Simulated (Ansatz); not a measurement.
The (10-12) face of hcp Re can be cut between different planes. Symmetric, stoichiometric slabs relaxed in the 1x1 cell (18.2 Å²): top plane Re, 1.09 Å over the next in the ideal cut; top plane Re, 0.55 Å over the next in the ideal cut.

These are PBE (plane waves to 420 eV, PAW; Ansatz, a quantum-chemistry and plane-wave program) values and carry that method's errors.

Task: Order them by surface energy (lowest first) at the level PBE.

Result: the cut with an outer spacing of 1.09 Å (3.36 J/m²), the cut with an outer spacing of 0.55 Å (3.41 J/m²)
